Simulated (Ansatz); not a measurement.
The parent structure is MgO in the rock salt structure (space group Fm-3m, No. 225; a = 4.254 Å).

It is then changed as follows: cell and atoms relaxed at a pressure of 50 GPa.

Levels (all Ansatz, a first-principles code, PAW): PBE (420 eV, without spin-orbit coupling); r2SCAN (500 eV, without spin-orbit coupling); HSE06 (420 eV, scalar-relativistic without spin-orbit coupling); PBE+SOC (420 eV, noncollinear with spin-orbit coupling).

One geometry, relaxed with PBE, under each level:

Notes on the quantities. hole mass: degenerate bands, along [100].

The valence-band top lists the three highest levels at Γ (Kramers pairs under SOC), from the VBM.

```csv
level,band gap,lowest conduction level above the VBM at special points,valence-band top at Γ,electron mass,hole mass,pressure
PBE,6.76 eV,Γ 6.76 eV; L 9.16 eV; X 9.31 eV; K 10.98 eV,"0.00, 0.00, 0.00 eV",0.42 mₑ (at Γ),"0.43, 1.9, 1.9 mₑ (at Γ)",50.00 GPa
r2SCAN,7.74 eV,Γ 7.74 eV; L 10.13 eV; X 10.24 eV; K 11.98 eV,–,0.42 mₑ (at Γ),"0.45, 1.9, 1.9 mₑ (at Γ)",43.45 GPa
HSE06,8.68 eV,Γ 8.68 eV; L 11.06 eV; X 11.13 eV,–,–,–,–
PBE+SOC,6.75 eV,Γ 6.75 eV; L 9.14 eV; X 9.30 eV; K 10.97 eV,"0.00, 0.00, -0.04 eV",0.42 mₑ (at Γ),"0.59, 1.9 mₑ (at Γ)",49.99 GPa
```

Single points use the geometry relaxed with PBE. Their cutoffs differ, which shifts pressures a little. Differences between runs with and without spin-orbit coupling are approximate. Load acts through the strain it causes; cell and atoms are relaxed under it. Effective masses come from finite differences of ±0.01 Å⁻¹. Stability against distortions was not tested. Competing high-pressure phases were not computed.
